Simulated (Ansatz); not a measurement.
**Cs$_{2}$AlTlH$_{6}$ (space group Fm-3m, No. 225; a cell from a computed database, its experimental status unchecked)**

```
Cs2AlTlH6
1.0
    0.00000     4.34426     4.34426
    4.34426     0.00000     4.34426
    4.34426     4.34426     0.00000
Cs Al Tl H
2 1 1 6
Direct
  0.25000   0.25000   0.25000
  0.75000   0.75000   0.75000
  0.50000   0.50000   0.50000
  0.00000   0.00000   0.00000
  0.29419   0.70581   0.70581
  0.70581   0.29419   0.29419
  0.70581   0.29419   0.70581
  0.29419   0.70581   0.29419
  0.70581   0.70581   0.29419
  0.29419   0.29419   0.70581
```

The values are results of plane-wave PAW DFT at the PBEsol level (Ansatz, a program for electronic structure, 420 eV), without spin-orbit coupling, not measurements. Settings: 7×7×7 k-points, 0.05 eV Fermi–Dirac smearing.

The volume per atom comes out as 16.40 Å³ and the density comes out as 5.10 g/cm³. The band gap is 0.82 eV, indirect, X → L. The electron mass is 1.4 mₑ along k, 0.38 mₑ across and the hole mass is 0.14 mₑ along k, 0.67 mₑ across. The total energy comes out as -2308.713 eV/atom (σ→0; compares only within this code and set-up).

With Tl present, leaving out spin-orbit coupling can change the band edges. Masses are band curvatures over ±0.01 Å⁻¹ around the edge. Along k means along the line from Γ to the band edge. Whether these cells are dynamically stable was not tested.
